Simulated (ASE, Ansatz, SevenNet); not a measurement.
**C axis length of L1₀ (CuAu-type) CuAu: levels of theory against measurement**

Reference value: 3.67 Å (measured, temperature not stated, no zero-point or thermal correction; as tabulated in Mehl et al. (2016), arXiv:1607.02532).

What do EMT, SevenNet-l3i5, LDA, PBE, rVV10, r²SCAN, HSE06 give, and how far is each from the reference?


```csv
level (code),value (Å),difference (%)
EMT (ASE),3.581,-2.43
SevenNet-l3i5,3.646,-0.65
LDA (Ansatz),3.547,-3.35
PBE (Ansatz),3.661,-0.25
rVV10 (Ansatz),3.568,-2.78
r²SCAN (Ansatz),3.586,-2.29
HSE06 (Ansatz),3.533,-3.73
```

The reference's temperature isn't stated, so close values are not ranked against it. Off by more than 1.75 %, or 2.45 % on the side where a correction would as a rule narrow the miss (bounds picked here): HSE06 (-3.73 %), LDA (-3.35 %), rVV10 (-2.78 %).

The measured value isn't corrected to a static lattice, so vibrations enter the comparison.  Density-functional levels without +SOC have no spin–orbit coupling. HSE06: exact exchange on metals is sensitive to the k mesh and can open a false gap. HSE06: the run warned that the count of filled bands differs between k points. Cutoffs and k meshes differ between the levels. Ansatz's density-functional and Hartree–Fock values are scalar-relativistic unless marked +SOC, with PAW data made under PBE.

Empirical potentials (EMT) are fitted to chosen data: where that held the value shown, agreement is built in, and what lay outside the fit can be far off. Machine-learned potentials (SevenNet-l3i5) are trained on DFT data: a solid inside that data is no test of them.

Differences are worked out from the printed values.

Ansatz is an electronic-structure program.
